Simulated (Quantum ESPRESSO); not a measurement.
A self-consistent single point of TcNi (P-6m2, 2 atoms in the cell) with Quantum ESPRESSO.

Level of theory: PBEsol, PSlibrary PAW (PBE) pseudopotentials (plane waves; Quantum ESPRESSO).

```xyz
2
Lattice="2.6449 0.0000 0.0000 -1.3224 2.2905 0.0000 0.0000 0.0000 4.1862" Properties=species:S:1:pos:R:3 pbc="T T T"
Ni     0.0000     0.0000     2.0931
Tc     1.3224     0.7635     0.0000
```

Reference input (self-consistent single point, DFT, LDA (PZ), plane waves, PSlibrary PAW (LDA) pseudopotentials): ecutwfc = 65 Ry; ecutrho = 390 Ry; occupations = smearing; smearing = fermi-dirac; degauss = 0.0073499 Ry; potentials = {Ni: Ni.pz-n-kjpaw_psl.1.0.0.UPF, Tc: Tc.pz-spn-kjpaw_psl.1.0.0.UPF}; K_POINTS = automatic 19 19 11 0 0 0; conv_thr = 1e-10 Ry. This run's input differs from it in these lines:

```diff
@@ -15,3 +15,3 @@
   ecutwfc = 65,
-  ecutrho = 390,
+  ecutrho = 455,
   occupations = 'smearing',
@@ -19,2 +19,3 @@
   degauss = 0.0073499,
+  input_dft = 'pbesol',
 /
@@ -24,4 +25,4 @@
 ATOMIC_SPECIES
-Ni    58.6934  Ni.pz-n-kjpaw_psl.1.0.0.UPF
-Tc    97.9072  Tc.pz-spn-kjpaw_psl.1.0.0.UPF
+Ni    58.6934  Ni.pbe-n-kjpaw_psl.1.0.0.UPF
+Tc    97.9072  Tc.pbe-spn-kjpaw_psl.1.0.0.UPF
 ATOMIC_POSITIONS bohr
```

Output (repeated stretches shortened):

```
     Self-consistent Calculation

     iteration #  1     ecut=    65.00 Ry     beta= 0.70

     Threshold (ethr) on eigenvalues was too large:
     Diagonalizing with lowered threshold

     total energy              =    -574.96299301 Ry
     estimated scf accuracy    <       0.10207848 Ry

     iteration #  2     ecut=    65.00 Ry     beta= 0.70

     total energy              =    -574.50701801 Ry
     estimated scf accuracy    <       9.85782593 Ry

     iteration #  3     ecut=    65.00 Ry     beta= 0.70

     total energy              =    -575.02028492 Ry
     estimated scf accuracy    <       0.05963072 Ry

   [... 5 blocks of this kind left out ...]

     iteration #  9     ecut=    65.00 Ry     beta= 0.70

     total energy              =    -575.02510576 Ry
     estimated scf accuracy    <          3.5E-10 Ry

     iteration # 10     ecut=    65.00 Ry     beta= 0.70
     End of self-consistent calculation

     Number of k-points >= 100: set verbosity='high' to print the bands.

     the Fermi energy is    18.6333 ev

!    total energy              =    -575.02510576 Ry
     estimated scf accuracy    <          3.7E-12 Ry
     smearing contrib. (-TS)   =      -0.00556405 Ry
     internal energy E=F+TS    =    -575.01954171 Ry

     convergence has been achieved in  10 iterations

     Forces acting on atoms (cartesian axes, Ry/au):

     atom    1 type  1   force =     0.00000000   -0.00000000    0.00000000
     atom    2 type  2   force =     0.00000000   -0.00000000    0.00000000

     Total force =     0.000000     Total SCF correction =     0.000000

          total   stress  (Ry/bohr**3)                   (kbar)     P=      -75.70
  -0.00055899   0.00000000   0.00000000          -82.23        0.00        0.00
   0.00000000  -0.00055899   0.00000000            0.00      -82.23        0.00
   0.00000000   0.00000000  -0.00042582            0.00        0.00      -62.64

   JOB DONE.
```

The run converged in 10 iterations. Against the reference run the pressure goes from -13.64 to -7.57 GPa.

The starting cell comes from a database of computed structures (which also holds hypothetical and non-ambient phases and stackings), without a prior relaxation at this level. Its lattice was rescaled by a random factor within 2.5 % of one. Spin polarisation is off. With a pressure of about -8 GPa the cell is away from its equilibrium volume at this level.

Cost on one core of a shared machine: roughly 2 min.
